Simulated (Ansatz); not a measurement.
# VN (P6₃/mmc, No. 194, 4 atoms in the cell; start mp-1017532)

All values below come from PBEsol (Ansatz, a first-principles code, PAW).

Settings: plane-wave cutoff 520 eV, 24×24×10 k mesh (along the axes of the cell as run), Fermi–Dirac smearing 0.05 eV, no spin polarisation, scalar-relativistic PAW data made under PBE.

Cell (relaxed at this level):

```cif
data_N2V2
_chemical_formula_sum 'V2 N2'
_space_group_name_H-M_alt 'P 1'
_space_group_IT_number 1
_cell_length_a 2.71810
_cell_length_b 2.71810
_cell_length_c 5.25882
_cell_angle_alpha 90.000
_cell_angle_beta 90.000
_cell_angle_gamma 120.000
loop_
_space_group_symop_operation_xyz
  'x, y, z'
loop_
_atom_site_label
_atom_site_type_symbol
_atom_site_fract_x
_atom_site_fract_y
_atom_site_fract_z
_atom_site_occupancy
V1 V 0.00000 0.00000 0.00000 1
V2 V 0.00000 0.00000 0.50000 1
N1 N 0.66667 0.33333 0.75000 1
N2 N 0.33333 0.66667 0.25000 1
```

```
Item            Value
------------  -------
bulk modulus  347 GPa
```

Note: the run has no spin polarisation, so it can have missed a magnetic state; the bulk modulus is −V dP/dV from two relaxed cells at ±2 % in volume; the relaxation could not lower the start's symmetry, so the cell can be a saddle point above a distorted one.

Static lattice: no zero-point or thermal effects.

Cost on a shared machine: about 70 core-seconds (a rough figure).

A start named mp-… is a Materials Project structure, which need not be a measured phase.
